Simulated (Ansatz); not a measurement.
## How the elastic constant C11 of 1T (CdI2-type) MgI2 moves with the method

No measured value is used here.

```csv
level (code),value (GPa),cell (Å³/atom)
LDA (Ansatz),51.5,32.09
PBEsol (Ansatz),44.2,34.58
r²SCAN (Ansatz),___,36.29
```

**Question.** What belongs in the gaps?

**Answer.** 
- r²SCAN (Ansatz, an electronic-structure program), value (GPa): 45.6

LDA, PBEsol, r²SCAN: the cell comes from a level without a dispersion term, which matters for the spacing of layers, chains or molecules. Each level is taken at its own relaxed cell. Cutoffs differ between the levels. Ansatz's density-functional and Hartree–Fock values are scalar-relativistic unless marked +SOC, with PAW data made under PBE.
